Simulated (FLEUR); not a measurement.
Worked example: self-consistent single point of FeNi3 (Pm-3m, 4 atoms in the cell) in FLEUR

Level of theory: PBE, all-electron FLAPW (FLEUR), scalar-relativistic valence in FLEUR.

The input file:

Input of the input generator:

```
FeNi3 FLAPW
&input film=f /
6.6337323824 0.0000000000 0.0000000000
0.0000000000 6.6337323824 0.0000000000
0.0000000000 0.0000000000 6.6337323824
1.0
1.0 1.0 1.0

4
26 0.0000000000 0.0000000000 0.0000000000 : 4.00
28 0.0000000000 0.5000000000 0.5000000000 : 2.00
28 0.5000000000 0.0000000000 0.5000000000 : 2.00
28 0.5000000000 0.5000000000 0.0000000000 : 2.00

&comp jspins=2 /
&kpt div1=6 div2=6 div3=6 gamma=t /
&end /
```

```xml
<?xml version="1.0" encoding="UTF-8" standalone="no"?>
<fleurInput fleurInputVersion="0.39">
   <comment>
      FeNi3 FLAPW                                                                                         
   </comment>
   <calculationSetup>
      <cutoffs Kmax="3.6" Gmax="14.4" GmaxXC="14.4" numbands="0"/>
      <scfLoop itmax="80" minDistance="0.00001" maxIterBroyd="15" imix="Anderson" alpha="0.05" precondParam="0.0" spinf="2.0"/>
      <coreElectrons ctail="T" frcor="F" kcrel="0" coretail_lmax="0"/>
      <xcFunctional name="pbe" relativisticCorrections="F"/>
      <magnetism jspins="2"/>
      <soc l_soc="F" theta="0.0" phi="0.0" spav="F"/>
      <expertModes spex="0" secvar="F"/>
      <geometryOptimization l_f="T" forcealpha="1.0" forcemix="BFGS" epsdisp="0.00001" epsforce="0.00001"/>
      <ldaU l_linMix="F" mixParam="0.05" spinf="1.0"/>
   </calculationSetup>
   <cell>
      <bzIntegration valenceElectrons="64.0" mode="hist" fermiSmearingEnergy="0.00367493">
         <kPointListSelection listName="default-1"/>
         <!-- k-points included here -->
         <xi:include xmlns:xi="http://www.w3.org/2001/XInclude" href="kpts.xml"> </xi:include>
      </bzIntegration>
      <!-- symmetry operations included here -->
      <xi:include xmlns:xi="http://www.w3.org/2001/XInclude" href="sym.xml"> </xi:include>
      <bulkLattice scale="1.0">
         <bravaisMatrix>
            <row-1>    6.6337323823999998     0.0000000000000000     0.0000000000000000</row-1>
            <row-2>    0.0000000000000000     6.6337323823999998     0.0000000000000000</row-2>
            <row-3>    0.0000000000000000     0.0000000000000000     6.6337323823999998</row-3>
         </bravaisMatrix>
      </bulkLattice>
   </cell>
   <atomSpecies>
      <species name="Iron (Fe) 4.000" element="Fe" atomicNumber="26">
         <mtSphere radius="2.19" gridPoints="757" logIncrement="0.016"/>
         <atomicCutoffs lmax="8" lnonsphr="6"/>
         <electronConfig flipSpins="F">
            <coreConfig>(1s1/2) (2s1/2) (2p1/2) (2p3/2)</coreConfig>
            <valenceConfig>(3s1/2) (3p1/2) (3p3/2) (4s1/2) (3d3/2) (3d5/2)</valenceConfig>
            <stateOccupation state="(3d3/2)" spinUp="2.0" spinDown="0.4"/>
            <stateOccupation state="(3d5/2)" spinUp="3.0" spinDown="0.6"/>
         </electronConfig>
         <energyParameters s="4" p="4" d="3" f="4"/>
         <lo type="SCLO" l="0" n="3" eDeriv="0"/>
         <lo type="SCLO" l="1" n="3" eDeriv="0"/>
      </species>
      <species name="Nickel (Ni2.000" element="Ni" atomicNumber="28">
         <mtSphere radius="2.19" gridPoints="757" logIncrement="0.016"/>
         <atomicCutoffs lmax="8" lnonsphr="6"/>
         <electronConfig flipSpins="F">
            <coreConfig>(1s1/2) (2s1/2) (2p1/2) (2p3/2) (3s1/2)</coreConfig>
            <valenceConfig>(3p1/2) (3p3/2) (4s1/2) (3d3/2) (3d5/2)</valenceConfig>
            <stateOccupation state="(3d3/2)" spinUp="2.0" spinDown="1.2"/>
            <stateOccupation state="(3d5/2)" spinUp="3.0" spinDown="1.8"/>
         </electronConfig>
         <energyParameters s="4" p="4" d="3" f="4"/>
         <lo type="SCLO" l="1" n="3" eDeriv="0"/>
      </species>
   </atomSpecies>
   <atomGroups>
      <atomGroup species="Iron (Fe) 4.000">
         <relPos label="                   1">.0000000000 .0000000000 .0000000000</relPos>
         <force calculate="T" relaxXYZ="TTT"/>
      </atomGroup>
      <atomGroup species="Nickel (Ni2.000">
         <relPos label="                   2">.0000000000 1.000/2.000 1.000/2.000</relPos>
         <relPos label="                   3">1.000/2.000 .0000000000 1.000/2.000</relPos>
         <relPos label="                   4">1.000/2.000 1.000/2.000 .0000000000</relPos>
         <force calculate="T" relaxXYZ="TTT"/>
      </atomGroup>
   </atomGroups>
   <output dos="F" band="F" slice="F">
      <checks vchk="F" cdinf="F"/>
      <bandDOS minEnergy="-.5*Htr" maxEnergy="0.5*Htr" sigma="0.015" storeEVData="T"/>
      <vacuumDOS vacdos="F" integ="F" star="F" nstars="0" locx1="0.0" locy1="0.0" locx2="0.0" locy2="0.0" nstm="0" tworkf="0.0"/>
      <unfoldingBand unfoldBand="F" supercellX="1" supercellY="1" supercellZ="1"/>
      <plotting iplot="0" polar="F">
         <plot TwoD="T" vec1="  1.0  0.0  0.0" vec2="  0.0  1.0  0.0" vec3="  0.0  0.0  1.0" zero="  0.0  0.0  0.0" file="plot"/>
      </plotting>
      <chargeDensitySlicing numkpt="0" minEigenval="0.0" maxEigenval="0.0" nnne="0" pallst="F"/>
      <specialOutput eonly="F"/>
      <magneticCircularDichroism mcd="F" energyLo="-10.0" energyUp="0.0"/>
   </output>
  <!-- We include the file relax.xml here to enable relaxations (see documentation) -->
  <xi:include xmlns:xi="http://www.w3.org/2001/XInclude" href="relax.xml"> <xi:fallback/> </xi:include>
</fleurInput>
```

Output (repeated stretches shortened):

```
      Welcome to FLEUR        (www.flapw.de)
      MaX-Release 8.1          (www.max-centre.eu)

 ========== k-point set info ==========
 Selected k-point list: default-1
 k-point list type: mesh
 6 x 6 x 6
 Number of k points: 20

 ------------Calculation Setup---------------------------
           1           2           4           5          10          20
 Number of basis functions:          275
 Iteration:     1   Distance:      42.81086192 me/bohr^3
 Iteration:     2   Distance:      37.31882754 me/bohr^3
 Iteration:     3   Distance:      31.26604178 me/bohr^3
 Iteration:     4   Distance:      27.09786365 me/bohr^3
 Iteration:     5   Distance:      17.80077218 me/bohr^3
 Iteration:     6   Distance:       2.93356869 me/bohr^3
   [... 15 lines left out ...]
 Iteration:    22   Distance:       0.00033045 me/bohr^3
 Iteration:    23   Distance:       0.00008205 me/bohr^3
 Iteration:    24   Distance:       0.00003101 me/bohr^3
 Iteration:    25   Distance:       0.00001079 me/bohr^3
 Iteration:    26   Distance:       0.00000441 me/bohr^3
 Run finished successfully
 Stop message:
   Structural relaxation: Done

[file out, last iteration]
             iter=     27
          p o t e n t i a l   g e n e r a t o r
[...]
          integral of pseudo charge density inside the slab=        0.000000   0.000000
     coulomb potential in the interstitial region:
          density-coulomb potential integrals
          total density-coulomb potenti    -8954.3135190642
          density-effective potential integrals for spin  1
          density-effective potential integrals for spin  2
          total density-effective poten   -9.2748482348E+03
          charge density-energy density integrals
          total charge density-energy d   -2.4678074538E+02
 Updated energy parameters for spin:           1
  Atom    1 4s branch from -2.89 to  2.16 htr. ; e_l =  0.1797
  Atom    1 4p branch from -1.63 to  2.77 htr. ; e_l =  0.3098
  Atom    1 3d branch from -9.99 to  0.41 htr. ; e_l =  0.2525
  Atom    1 4f branch from -9.99 to  3.76 htr. ; e_l =  0.6211
  Atom    1 3s branch from-29.54 to -2.89 htr. ; e_l(l -2.9043
  Atom    1 3p branch from-25.07 to -1.63 htr. ; e_l(l -1.6564
  Atom    2 4s branch from -3.44 to  1.95 htr. ; e_l =  0.2121
  Atom    2 4p branch from -1.97 to  2.59 htr. ; e_l =  0.3527
  Atom    2 3d branch from -9.99 to  0.41 htr. ; e_l =  0.2840
  Atom    2 4f branch from -9.99 to  3.93 htr. ; e_l =  0.6729
  Atom    2 3p branch from-30.38 to -1.97 htr. ; e_l(l -1.9893
 Updated energy parameters for spin:           2
  Atom    1 4s branch from -2.77 to  2.25 htr. ; e_l =  0.2007
  Atom    1 4p branch from -1.51 to  2.86 htr. ; e_l =  0.3260
  Atom    1 3d branch from -9.99 to  0.53 htr. ; e_l =  0.3415
  Atom    1 4f branch from -9.99 to  3.85 htr. ; e_l =  0.6336
  Atom    1 3s branch from-29.48 to -2.77 htr. ; e_l(l -2.7822
  Atom    1 3p branch from-25.03 to -1.51 htr. ; e_l(l -1.5372
  Atom    2 4s branch from -3.41 to  1.97 htr. ; e_l =  0.2016
  Atom    2 4p branch from -1.94 to  2.61 htr. ; e_l =  0.3395
  Atom    2 3d branch from -9.99 to  0.44 htr. ; e_l =  0.3064
  Atom    2 4f branch from -9.99 to  3.95 htr. ; e_l =  0.6580
   [... lines left out ...]
          first approx. to ef    (T=0)  :   0.371909 htr   (energy of the highest occ. eigenvalue)
FERHIS:  Fermi-Energy by histogram:
          bandgap                     :   0.000806 htr
          charge neutrality (T=0)     :   0.037037    (zero if the highest occ. eigenvalue is "entirely" occupied)
     EF_NEWTON:  Adjust Fermi-Energy by Newton-Method.
 Direct bandgap for spin            1 :    3.6088934835345865E-002  Htr
 Direct bandgap for spin            2 :    9.8937272686601685E-003  Htr
   [... lines left out ...]
          charge density-ex.-corr.energ     -246.7807453755
          el.-nucl. inter. diff. m.t.       1517.9974608495
          Madelung term for atom type:       -12.5057512296
          el.-nucl. inter. diff. m.t.       5471.4784537193
          Madelung term for atom type:       -35.0589944153
 ---->    total energy=                    -5835.2945666311 htr
 ---->    (input%tkb*entropy) TS=              0.0035027664 htr
 ---->    free energy=                     -5835.2980693975 htr
      extrapolation for T->0
 ---->    total electron energy=           -5835.2963180143 htr
SPIN-1 FORCE FOR ATOM TYPE=  1  X=  0.000   Y=  0.000   Z=  0.000      FX_SP = 0.000000 FY_SP = 0.000000 FZ_SP = 0.000000
SPIN-2 FORCE FOR ATOM TYPE=  1  X=  0.000   Y=  0.000   Z=  0.000      FX_SP = 0.000000 FY_SP = 0.000000 FZ_SP = 0.000000
SPIN-1 FORCE FOR ATOM TYPE=  2  X=  0.000   Y=  3.317   Z=  3.317      FX_SP = 0.000000 FY_SP = 0.000000 FZ_SP = 0.000000
SPIN-2 FORCE FOR ATOM TYPE=  2  X=  0.000   Y=  3.317   Z=  3.317      FX_SP = 0.000000 FY_SP = 0.000000 FZ_SP = 0.000000
 ***** TOTAL FORCES ON ATOMS *****
 TOTAL FORCE FOR ATOM TYPE=  1  X=  0.000   Y=  0.000   Z=  0.000
                       FX_TOT= 0.000000 FY_TOT= 0.000000 FZ_TOT= 0.000000
 TOTAL FORCE FOR ATOM TYPE=  2  X=  0.000   Y=  3.317   Z=  3.317
                       FX_TOT= 0.000000 FY_TOT= 0.000000 FZ_TOT= 0.000000
 Structural relaxation: Done
```

The run converged in 26 iterations. FLEUR gives forces in its relaxation mode, with a further iteration, so its stop message speaks of a relaxation.

The starting cell comes from a database of computed structures (which also holds hypothetical and non-ambient phases and stackings), without a prior relaxation at this level. The magnetic order is the one reached from the typed start; others were not searched systematically. Values depend on the basis (sphere radii, cutoffs, local orbitals), which need not be converged. The log's line on a gap gives a spacing of levels on this mesh, which the program prints for metals too.

Cost on one core of a shared machine: roughly 2 min.
